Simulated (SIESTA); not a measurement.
A self-consistent single point of SiMo3 (Pm-3n, 8 atoms in the cell) with SIESTA.

Method: GGA PBE, numerical atomic orbitals DZP, PseudoDojo PBE standard norm-conserving potentials (rewritten from UPF to PSML) in SIESTA.

```
CELL_PARAMETERS angstrom
      4.96305     0.00000     0.00000
      0.00000     4.96305     0.00000
      0.00000     0.00000     4.96305
ATOMIC_POSITIONS crystal
  Si 0.50000 0.50000 0.50000
  Si 0.00000 0.00000 0.00000
  Mo 0.00000 0.50000 0.25000
  Mo 0.00000 0.50000 0.75000
  Mo 0.25000 0.00000 0.50000
  Mo 0.75000 0.00000 0.50000
  Mo 0.50000 0.25000 0.00000
  Mo 0.50000 0.75000 0.00000
```

Reference input (self-consistent single point, DFT, GGA PBE, numerical atomic orbitals DZP, PseudoDojo PBE standard norm-conserving potentials (rewritten from UPF to PSML)): XC.functional = GGA; XC.authors = PBE; potentials = PseudoDojo PBE standard; PAO.BasisSize = DZP; PAO.EnergyShift = 0.005 Ry; MeshCutoff = 400 Ry; kgrid.MonkhorstPack = 7 7 7; OccupationFunction = MP; OccupationMPOrder = 0; ElectronicTemperature = 1160.45 K; MaxSCFIterations = 150; SCF.Mixer.Method = Pulay. This run's input differs from it in these lines:

```diff
@@ -38,5 +38,4 @@
 %endblock kgrid.MonkhorstPack
-OccupationFunction           MP
-OccupationMPOrder            0
-ElectronicTemperature        1160.45 K
+OccupationFunction           FD
+ElectronicTemperature        3481.36 K
```

Log, with long lists cut:

```
        iscf     Eharris(eV)        E_KS(eV)     FreeEng(eV)     dDmax    Ef(eV) dHmax(eV)
   scf:    1   -11616.393670   -11691.262941   -11692.418153  0.688023 -3.353706  7.471605
   scf:    2   -11701.541056   -11696.690566   -11697.874777  0.125109 -3.647162  5.629600
   scf:    3   -11704.543693   -11702.593093   -11703.914572  0.318578 -4.508709  1.030668
   scf:    4   -11702.933135   -11702.790542   -11704.140850  0.096839 -4.633080  0.259410
   scf:    5   -11702.798795   -11702.795465   -11704.153383  0.014275 -4.667474  0.127202
   [... 2 lines left out ...]
   scf:    8   -11702.792200   -11702.792174   -11704.156819  0.000409 -4.713017  0.000517
   scf:    9   -11702.792137   -11702.792156   -11704.156819  0.000076 -4.713193  0.000312
   scf:   10   -11702.792143   -11702.792149   -11704.156819  0.000019 -4.713241  0.000006
   scf:   11   -11702.792149   -11702.792149   -11704.156819  0.000001 -4.713242  0.000001
SCF Convergence by DM+H criterion
max |DM_out - DM_in|         :     0.0000007099
max |H_out - H_in|      (eV) :     0.0000011885
SCF cycle converged after 11 iterations

Using DM_out to compute the final energy and forces

siesta: E_KS(eV) =           -11702.7921

siesta: E_KS - E_eggbox =    -11702.7921

siesta: Atomic forces (eV/Ang):
     1    0.000000    0.000000    0.000000
     2    0.000000    0.000000    0.000000
     3    0.000000    0.000000    0.000000
     4    0.000000    0.000000   -0.000000
     5   -0.000000    0.000000    0.000000
     6    0.000000    0.000000    0.000000
     7    0.000000    0.000000    0.000000
     8    0.000000    0.000000    0.000000
   Tot    0.000000    0.000000    0.000000
   Max    0.000000
   Res    0.000000    sqrt( Sum f_i^2 / 3N )
   Max    0.000000    constrained

   [... lines left out ...]
siesta: FreeEng =    -11704.156819
   [... lines left out ...]
siesta:     0.030060   -0.000000   -0.000000
siesta:    -0.000000    0.030060   -0.000000
siesta:    -0.000000   -0.000000    0.030060

siesta: Cell volume =        122.248884 Ang**3

siesta: Pressure (static):
siesta:                Solid            Molecule  Units
siesta:          -0.00032739         -0.00032739  Ry/Bohr**3
siesta:          -0.03005992         -0.03005992  eV/Ang**3
siesta:         -48.16130751        -48.16130898  kBar
```

The run converged in 11 iterations. Against the reference run the free energy goes down by 76.8 meV/atom and the pressure goes from -6.19 to -4.82 GPa.

The starting cell comes from a database of computed structures (which also holds hypothetical and non-ambient phases and stackings), without a prior relaxation at this level. Its lattice was rescaled by a random factor within 2.5 % of one. Spin polarisation is off. Values carry the incompleteness of an atom-centred basis. With a pressure of about -5 GPa the cell is away from its equilibrium volume at this level.

Cost on one core of a shared machine: roughly 3 min.
